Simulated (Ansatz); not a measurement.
WS2 under a change: W → Re

Consider WS2 in the 2H-MoS2 type structure (space group P6_3/mmc, No. 194; a = 3.115 Å, c = 11.773 Å; layered, stacked along the Cartesian z axis).

Now apply this change: every W is replaced by Re, then cell and atoms are relaxed.

All numbers come from PBEsol-D3(BJ), PAW, 420 eV (Ansatz, a quantum-chemistry and plane-wave program; no spin-orbit coupling), earlier PAW set. k-mesh 18×18×4 (Γ-centred); smearing 0.05 eV (Fermi–Dirac), for the changed cell.

```
quantity                             base     changed        shift
-----------------------------  ----------  ----------  -----------
volume per atom                  16.49 Å³    15.48 Å³     -1.01 Å³
density                        8.32 g/cm³  8.95 g/cm³  +0.63 g/cm³
lattice parameter a               3.115 Å     3.023 Å    -0.0914 Å
c/a ratio                           3.780       3.881       +0.101
shortest interatomic distance     2.389 Å     2.388 Å     -0.001 Å
band gap                          0.66 eV        zero            –
```

Spin-orbit coupling, missing from the scalar runs, can matter with W. Stability against distortions was not tested. As relaxed here, ReS2 is a hypothetical phase, not in the database extracts checked. The final runs are not spin-polarised. ReS2 has a high density of states at the Fermi level and may be magnetic at this level.
